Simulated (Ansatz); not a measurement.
LaS (Fm-3m), PBEsol, DFPT electron-phonon coupling, linearised Boltzmann equation run with Ansatz (a quantum-chemistry and plane-wave program): phonon-limited resistivity 13.9 μΩ·cm at 300 K, current-weighted mean free path 8.4 nm, Drude plasma energy 5.83 eV.

**Question.** What is the classical skin depth at 1 GHz (nonmagnetic, μ₀ = 1.257×10⁻⁶ H/m)?

**Answer.** δ = √(ρ/(π f μ₀)) = 5930 nm.

**Question.** What Drude relaxation time do resistivity and plasma energy imply?

**Answer.** ω_p = 8.86e15 s⁻¹, so τ = 1/(ε₀ ω_p² ρ) = 10.4 fs, a damping ħ/τ of 63.6 meV.

**Question.** Estimate the resistivity of a 40 nm square wire with diffuse walls from ρ ≈ ρ₀(1 + 3ℓ/4d).

**Answer.** 1 + 0.75 × 8.4/40 = 1.16, so ρ ≈ 16.1 μΩ·cm and a line 1 μm long has 101 Ω. The formula is the free-electron limit for d well above ℓ; grain boundaries add to it.

A metal at this level (no band gap). Only scattering by harmonic phonons is included (no impurities, grain boundaries, electron-electron scattering or thermal expansion). Spin-orbit coupling is left out. The run warned that the eigensolver left some states short of its tolerance. Halving the electron mesh (24x24x24) moves the resistivity by up to 3 % at 300 K, the mean free path by up to 6 %. Smearing 0.20 eV; phonons on a 4x4x4 q mesh, which this run doesn't test.

Formula and space group known from diffraction (Crystallography Open Database), not checked to be the room-temperature form: LaS (Fm-3m).
